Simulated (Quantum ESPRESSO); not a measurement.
Troubleshooting Quantum ESPRESSO: a failed run on Zr₆Al₁₆Ru₇ (Fm-3m, 29 atoms in the cell). The aim is a self-consistent single point with DFT, PBEsol, plane waves, GBRV 1.5 ultrasoft (PBESOL) pseudopotentials.

Cell that was meant: a = 8.6921 Å, b = 8.6921 Å, c = 8.6921 Å, α = 60.00°, β = 60.00°, γ = 60.00°.

Part of the input:

```fortran
 occupations = 'smearing'
 smearing = 'mp'
 degauss = 0.0099958
/
ATOMIC_SPECIES
Zr    91.2240  zr_pbesol_v1.uspp.F.UPF
Al    26.9815  al_pbesol_v1.uspp.F.UPF
```

Log, with long lists cut:

```
     This program is part of the open-source Quantum ESPRESSO suite
     for quantum simulation of materials; please cite

 %%%%%%%%%%%%%%%%%%%%%%%%%%%%%%%%%%%%%%%%%%%%%%%%%%%%%%%%%%%%%%%%%%%%%%%%%%%%%%
     Error in routine  read_namelists (1):
      bad line in namelist &electrons: "3 3 3  0 0 0" (error could be in the previous line)
 %%%%%%%%%%%%%%%%%%%%%%%%%%%%%%%%%%%%%%%%%%%%%%%%%%%%%%%%%%%%%%%%%%%%%%%%%%%%%%

     stopping ...
```

Question: From the messages shown, name the fault and mend the input.

Answer: The fault is a required namelist left out. The program reads the namelists in a fixed order, even empty ones. To fix it, add the namelist. The program stopped before any SCF iteration.

An input that runs soundly differs in these lines (not the only fix; some lines may just follow from the change or write a value another way):
```diff
+/
+&electrons
+ conv_thr = 1e-10
+ mixing_beta = 0.4
```

With that input, the run converged in 18 iterations: free energy E − TS -28061.3662 eV; Fermi level (on the code's own zero) 13.19 eV; pressure -1.97 GPa; largest force (vector length) 0.249 eV/Å (DFT, PBEsol, plane waves, GBRV 1.5 ultrasoft (PBESOL) pseudopotentials).

On the sound input: the starting cell comes from a database of computed structures (which also holds hypothetical and non-ambient phases and stackings), without a prior relaxation at this level. Spin polarisation is off.
